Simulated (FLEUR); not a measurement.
FLEUR run on BaNi2P4 (I4/mmm, 7 atoms in the cell): self-consistent single point

Level of theory: LDA (Vosko-Wilk-Nusair), all-electron FLAPW (FLEUR), scalar-relativistic valence.

The input file:

Input of the input generator:

```
Ba(NiP2)2 FLAPW
&input film=f /
-6.1712597079 6.1712597079 5.4469938248
6.1712597079 -6.1712597079 5.4469938248
6.1712597079 6.1712597079 -5.4469938248
1.0
1.0 1.0 1.0

7
56 0.0000000000 0.0000000000 0.0000000000
28 0.2500000000 0.7500000000 0.5000000000
28 0.7500000000 0.2500000000 0.5000000000
15 0.7428500000 0.5000000000 0.2428500000
15 0.2571500000 0.5000000000 0.7571500000
15 0.5000000000 0.2571500000 0.7571500000
15 0.5000000000 0.7428500000 0.2428500000

&comp jspins=1 /
&exco xctyp='vwn' /
&kpt div1=7 div2=7 div3=7 /
&end /
```

```xml
<?xml version="1.0" encoding="UTF-8" standalone="no"?>
<fleurInput fleurInputVersion="0.39">
   <comment>
      Ba(NiP2)2 FLAPW                                                                                     
   </comment>
   <calculationSetup>
      <cutoffs Kmax="4.2" Gmax="16.8" GmaxXC="16.8" numbands="0"/>
      <scfLoop itmax="60" minDistance="0.00001" maxIterBroyd="15" imix="Anderson" alpha="0.05" precondParam="0.0" spinf="2.0"/>
      <coreElectrons ctail="T" frcor="F" kcrel="0" coretail_lmax="0"/>
      <xcFunctional name="vwn" relativisticCorrections="F"/>
      <magnetism jspins="1"/>
      <soc l_soc="F" theta="0.0" phi="0.0" spav="F"/>
      <expertModes spex="0" secvar="F"/>
      <geometryOptimization l_f="T" forcealpha="1.0" forcemix="BFGS" epsdisp="0.00001" epsforce="0.00001"/>
      <ldaU l_linMix="F" mixParam="0.05" spinf="1.0"/>
   </calculationSetup>
   <cell>
      <bzIntegration valenceElectrons="62.0" mode="hist" fermiSmearingEnergy="0.00499791">
         <kPointListSelection listName="default-1"/>
         <!-- k-points included here -->
         <xi:include xmlns:xi="http://www.w3.org/2001/XInclude" href="kpts.xml"> </xi:include>
      </bzIntegration>
      <!-- symmetry operations included here -->
      <xi:include xmlns:xi="http://www.w3.org/2001/XInclude" href="sym.xml"> </xi:include>
      <bulkLattice scale="1.0">
         <bravaisMatrix>
            <row-1>   -6.1712597079000000     6.1712597079000000     5.4469938247999998</row-1>
            <row-2>    6.1712597079000000    -6.1712597079000000     5.4469938247999998</row-2>
            <row-3>    6.1712597079000000     6.1712597079000000    -5.4469938247999998</row-3>
         </bravaisMatrix>
      </bulkLattice>
   </cell>
   <atomSpecies>
      <species name="Barium (Ba)" element="Ba" atomicNumber="56">
         <mtSphere radius="2.68" gridPoints="925" logIncrement="0.014"/>
         <atomicCutoffs lmax="10" lnonsphr="8"/>
         <electronConfig flipSpins="F">
            <coreConfig>(1s1/2) (2s1/2) (2p1/2) (2p3/2) (3s1/2) (3p1/2) (3p3/2) (4s1/2) (3d3/2) (3d5/2) (4p1/2) (4p3/2) (4d3/2) (4d5/2)</coreConfig>
            <valenceConfig>(5s1/2) (5p1/2) (5p3/2) (6s1/2)</valenceConfig>
         </electronConfig>
         <energyParameters s="6" p="6" d="5" f="4"/>
         <lo type="SCLO" l="0" n="5" eDeriv="0"/>
         <lo type="SCLO" l="1" n="5" eDeriv="0"/>
      </species>
      <species name="Nickel (Ni)" element="Ni" atomicNumber="28">
         <mtSphere radius="2.37" gridPoints="817" logIncrement="0.015"/>
         <atomicCutoffs lmax="10" lnonsphr="8"/>
         <electronConfig flipSpins="F">
            <coreConfig>(1s1/2) (2s1/2) (2p1/2) (2p3/2) (3s1/2)</coreConfig>
            <valenceConfig>(3p1/2) (3p3/2) (4s1/2) (3d3/2) (3d5/2)</valenceConfig>
            <stateOccupation state="(3d3/2)" spinUp="1.6" spinDown="1.6"/>
            <stateOccupation state="(3d5/2)" spinUp="2.4" spinDown="2.4"/>
         </electronConfig>
         <energyParameters s="4" p="4" d="3" f="4"/>
         <lo type="SCLO" l="1" n="3" eDeriv="0"/>
      </species>
      <species name="Phosphorous (P)" element="P" atomicNumber="15">
         <mtSphere radius="1.54" gridPoints="533" logIncrement="0.021"/>
         <atomicCutoffs lmax="6" lnonsphr="4"/>
         <electronConfig flipSpins="F">
            <coreConfig>(1s1/2) (2s1/2) (2p1/2) (2p3/2)</coreConfig>
            <valenceConfig>(3s1/2) (3p1/2) (3p3/2)</valenceConfig>
            <stateOccupation state="(3p1/2)" spinUp="0.5" spinDown="0.5"/>
            <stateOccupation state="(3p3/2)" spinUp="1.0" spinDown="1.0"/>
         </electronConfig>
         <energyParameters s="3" p="3" d="3" f="4"/>
      </species>
   </atomSpecies>
   <atomGroups>
      <atomGroup species="Barium (Ba)">
         <relPos label="                   1">.0000000000 .0000000000 .0000000000</relPos>
         <force calculate="T" relaxXYZ="TTT"/>
      </atomGroup>
      <atomGroup species="Nickel (Ni)">
         <relPos label="                   2">1.000/4.000 -1.000/4.000 1.000/2.000</relPos>
         <relPos label="                   3">-1.000/4.000 1.000/4.000 1.000/2.000</relPos>
         <force calculate="T" relaxXYZ="TTT"/>
      </atomGroup>
      <atomGroup species="Phosphorous (P)">
         <relPos label="                   4">-.2571500000 1.000/2.000 .2428500000</relPos>
         <relPos label="                   5">.2571500000 1.000/2.000 -.2428500000</relPos>
         <relPos label="                   6">1.000/2.000 .2571500000 -.2428500000</relPos>
         <relPos label="                   7">1.000/2.000 -.2571500000 .2428500000</relPos>
         <force calculate="T" relaxXYZ="TTT"/>
      </atomGroup>
   </atomGroups>
   <output dos="F" band="F" slice="F">
      <checks vchk="F" cdinf="F"/>
      <bandDOS minEnergy="-.5*Htr" maxEnergy="0.5*Htr" sigma="0.015" storeEVData="T"/>
      <vacuumDOS vacdos="F" integ="F" star="F" nstars="0" locx1="0.0" locy1="0.0" locx2="0.0" locy2="0.0" nstm="0" tworkf="0.0"/>
      <unfoldingBand unfoldBand="F" supercellX="1" supercellY="1" supercellZ="1"/>
      <plotting iplot="0" polar="F">
         <plot TwoD="T" vec1="  1.0  0.0  0.0" vec2="  0.0  1.0  0.0" vec3="  0.0  0.0  1.0" zero="  0.0  0.0  0.0" file="plot"/>
      </plotting>
      <chargeDensitySlicing numkpt="0" minEigenval="0.0" maxEigenval="0.0" nnne="0" pallst="F"/>
      <specialOutput eonly="F"/>
      <magneticCircularDichroism mcd="F" energyLo="-10.0" energyUp="0.0"/>
   </output>
  <!-- We include the file relax.xml here to enable relaxations (see documentation) -->
  <xi:include xmlns:xi="http://www.w3.org/2001/XInclude" href="relax.xml"> <xi:fallback/> </xi:include>
</fleurInput>
```

The program printed (abridged):

```
      Welcome to FLEUR        (www.flapw.de)
      MaX-Release 8.1          (www.max-centre.eu)

 ========== k-point set info ==========
 Selected k-point list: default-1
 k-point list type: mesh
 7 x 7 x 7
 Number of k points: 40

 ------------Calculation Setup---------------------------
           1           2           4           5           8          10          20          40
 Number of basis functions:         1092
 Iteration:     1   Distance:      17.29204977 me/bohr^3
 Iteration:     2   Distance:      11.30545620 me/bohr^3
 Iteration:     3   Distance:       7.84281969 me/bohr^3
 Iteration:     4   Distance:      16.36652572 me/bohr^3
 Iteration:     5   Distance:       7.26339631 me/bohr^3
 Iteration:     6   Distance:       3.73198688 me/bohr^3
   [... 12 lines left out ...]
 Iteration:    19   Distance:       0.00013454 me/bohr^3
 Iteration:    20   Distance:       0.00020549 me/bohr^3
 Iteration:    21   Distance:       0.00009972 me/bohr^3
 Iteration:    22   Distance:       0.00001259 me/bohr^3
 Iteration:    23   Distance:       0.00000340 me/bohr^3
 Reset of history

 Run finished successfully
 Stop message:
   Structural relaxation: new displacements generated

[file out, last iteration]
             iter=     24
          p o t e n t i a l   g e n e r a t o r
[...]
          integral of pseudo charge density inside the slab=        0.000000   0.000000
     coulomb potential in the interstitial region:
          density-coulomb potential integrals
          total density-coulomb potenti   -20085.7080382209
          density-effective potential integrals for spin  1
          total density-effective poten   -2.0619393204E+04
          charge density-energy density integrals
          total charge density-energy d   -4.0290620000E+02
 Updated energy parameters for spin:           1
  Atom    1 6s branch from -0.50 to  3.13 htr. ; e_l =  0.2797
  Atom    1 6p branch from  0.21 to  3.87 htr. ; e_l =  0.3883
  Atom    1 5d branch from -2.71 to  1.34 htr. ; e_l =  0.3648
  Atom    1 4f branch from -9.99 to  0.75 htr. ; e_l =  0.5414
  Atom    1 5s branch from -8.35 to -0.50 htr. ; e_l(l -0.6717
  Atom    1 5p branch from -6.05 to  0.21 htr. ; e_l(l -0.1424
  Atom    2 4s branch from -3.43 to  1.49 htr. ; e_l =  0.1639
  Atom    2 4p branch from -1.99 to  2.06 htr. ; e_l =  0.3064
  Atom    2 3d branch from -9.99 to  0.35 htr. ; e_l =  0.2557
  Atom    2 4f branch from -9.99 to  3.43 htr. ; e_l =  0.6280
  Atom    2 3p branch from-30.38 to -1.99 htr. ; e_l(l -1.9938
  Atom    3 3s branch from -5.80 to  3.10 htr. ; e_l = -0.4827
  Atom    3 3p branch from -4.01 to  3.54 htr. ; e_l = -0.3255
  Atom    3 3d branch from -9.99 to  3.44 htr. ; e_l = -0.1482
  Atom    3 4f branch from -9.99 to  7.60 htr. ; e_l =  0.0136
[...]
 fermi energy and band-weighting factors:
at  -0.28571   0.42857   0.42857   k-weight:    0.023324
   48 eigenvalues :
   -1.993373   -1.993373   -1.993299   -1.993299   -1.992810   -1.992002   -0.668206   -0.178023
   -0.141160   -0.135728   -0.125122   -0.057924   -0.054090   -0.010953    0.116761    0.154117
    0.163903    0.180199    0.192210    0.221039    0.221066    0.235249    0.236844    0.250784
    0.254739    0.259902    0.286252    0.295582    0.302242    0.329476    0.330681    0.386709
    0.390824    0.428155    0.434600    0.468822    0.471642    0.495823    0.505963    0.516197
    0.526468    0.531157    0.533977    0.538087    0.552266    0.582518    0.594474    0.610881
   [... 2 blocks of this kind left out ...]

[...]
FERMIE:
          first approx. to ef    (T=0)  :   0.342914 htr   (energy of the highest occ. eigenvalue)
          number of occ. states  (T=0)  :       1240
          first approx. to seigv (T=0)  : -18.716439 htr
          sum of weights of occ. states :  31.008746
          sum of semicore charge        :   0.000000 e
FERHIS:  Fermi-Energy by histogram:
          bandgap                     :   0.000791 htr
          charge neutrality (T=0)     :   0.017493    (zero if the highest occ. eigenvalue is "entirely" occupied)
     EF_NEWTON:  Adjust Fermi-Energy by Newton-Method.
               Number of iterations needed  :   4
               The error in the weight is   : -0.44409E-15
               The error in ef is           :  0.12421E-16 htr
     -->  new fermi energy            :   0.342382 htr
          valence charge              :  62.000000 e
          actual charge blw ef-8kt    :  57.842566 e
          actual charge blw ef+8kt    :  62.000000 e
          number of occ. states       :      1276
          sum of the valence weights  :   31.000000
          entropy         :   1.182734 *kb htr/K =   0.00000 htr/K
          sum of val. single particle energies:       -18.7193994212 htr
 Direct bandgap for spin            1 :    5.9360832606528691E-003  Htr
 at k-point           13  with k-vector    0.0000000000000000       0.42857142857142855        0.0000000000000000
          valence density: spin= 1
[...]
     l-like charge
     atom     s        p        d        f        total
 -->  1    1.94528  5.25755  0.25258  0.03691    7.49510
 -->  2    0.49018  6.58247  8.45846  0.03120   15.57280
 -->  3    0.60307  0.74418  0.04388  0.00159    1.39290
          total charge for spin  1=   62.000000
          interst. charge =      17.787680
          mt charge=              7.495105   15.572804    1.392902
          total charge  =   62.000000
          z= 56.     r(1)=  0.645805E-05     dx= 0.014000     m.t.index= 925
               n    l     j    energy       weight
               1.   0.   0.5-1366.1492      2.0000
               2.   0.   0.5 -215.4026      2.0000
               2.   1.   0.5 -202.9615      2.0000
   [... 11 lines left out ...]
          atom type    1  (spin 1)
          kinetic energy=  0.863413962533E+04     sum of the eigenvalues= -0.499781305198E+04
          0.00092873  electrons lost from core.
   [... 2 blocks of this kind left out ...]

          total charge for spin  1=  172.000000
          interst. charge =      17.846660
          mt charge=             53.494176   27.572673   11.378454
          total charge  =  172.000000
          zc=   172.000000     qfix=    1.000000
     t o t a l  e n e r g y
          sum of eigenvalues =             -7487.9380712488
          density-coulomb potential int   -20085.7080382209
          density-effective potential i   -20619.3932039529
          charge density-ex.-corr.energ     -402.9061999986
          el.-nucl. inter. diff. m.t.       9876.2580980479
          Madelung term for atom type:       -32.7281317972
          el.-nucl. inter. diff. m.t.       3652.9517171261
          Madelung term for atom type:       -14.0259260660
          el.-nucl. inter. diff. m.t.       1581.8628018383
          Madelung term for atom type:       -62.0933600510
 ---->    total energy=                   -12534.2251213314 htr
 ---->    (input%tkb*entropy) TS=              0.0059111960 htr
 ---->    free energy=                    -12534.2310325274 htr
      extrapolation for T->0
 ---->    total electron energy=          -12534.2280769294 htr
 ***** TOTAL FORCES ON ATOMS *****
 TOTAL FORCE FOR ATOM TYPE=  1  X=  0.000   Y=  0.000   Z=  0.000
                       FX_TOT= 0.000000 FY_TOT= 0.000000 FZ_TOT= 0.000000
 TOTAL FORCE FOR ATOM TYPE=  2  X=  0.000   Y=  6.171   Z= -2.723
                       FX_TOT= 0.000000 FY_TOT= 0.000000 FZ_TOT= 0.000000
 TOTAL FORCE FOR ATOM TYPE=  3  X=  6.171   Y= -3.174   Z=  0.000
                       FX_TOT= 0.000000 FY_TOT= 0.004785 FZ_TOT= 0.000000
```

The run converged in 23 iterations. FLEUR gives forces in its relaxation mode, with a further iteration, so its stop message speaks of a relaxation.

The starting cell comes from a database of computed structures (which also holds hypothetical and non-ambient phases and stackings), without a prior relaxation at this level. Spin polarisation is off, so a magnetic state, if there is one, cannot be reached. Values depend on the basis (sphere radii, cutoffs, local orbitals), which need not be converged. The log's line on a gap gives a spacing of levels on this mesh, which the program prints for metals too.

Cost on one core of a shared machine: roughly 10 min.
